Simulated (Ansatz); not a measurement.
Candidates (primitive cells; geometry: cell and atoms relaxed with PBEsol):
A. Rb₂TiCl₆ (Fm-3m), a = b = c = 7.0028 Å, α = β = γ = 60.00°
B. AgCl (Fm-3m), a = b = c = 3.852 Å, α = β = γ = 60.00°
C. LiCl (Fm-3m), a = 3.581 Å, b = 3.581 Å, c = 3.581 Å, α = 60.00°, β = 60.00°, γ = 60.00°

**Question.** Rank these by electron conductivity mass (lowest first), as PBEsol, rigid bands in Ansatz (a quantum-chemistry and plane-wave program) gives it.

**Answer.** B (0.26 mₑ), C (0.48 mₑ), A (3.2 mₑ)

Masses are for dilute carriers at 300 K, harmonic means over directions unless an axis is named. Spin-orbit coupling is left out.

Formula and space group known from diffraction (Crystallography Open Database), not checked to be the room-temperature form: Rb2TiCl6 (Fm-3m).
